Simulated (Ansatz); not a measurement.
# Response to strain in MgO

Consider MgO in the rock salt structure (space group Fm-3m, No. 225; a = 4.215 Å). Axes: x, y, z lie along the cube axes.

Strains are applied to the cell and any free atomic positions relax; under biaxial strain the out-of-plane vector relaxes too.

The values are results of PBEsol (Ansatz, an electronic-structure program; PAW; 420 eV plane waves; no spin-orbit coupling), earlier PAW set, not measurements.

Candidates:
(a) strain tensor (xx, yy, zz, yz, xz, xy) = (+0.73, +1.41, −0.27, +0.52, −1.15, −1.47) %
(b) uniaxial strain ε_xx = −0.69 %
(c) biaxial strain +0.71 %, plane normal [001], relaxed out of plane

Before the change:

The band gap is 4.62 eV.

**Question.** Order them by band gap, lowest first.

**Answer.** (a) strain tensor (xx, yy, zz, yz, xz, xy) = (+0.73, +1.41, −0.27, +0.52, −1.15, −1.47) % (4.30 eV), (c) biaxial strain +0.71 %, plane normal [001], relaxed out of plane (4.52 eV), (b) uniaxial strain ε_xx = −0.69 % (4.68 eV)

Whether these cells are dynamically stable was not tested.
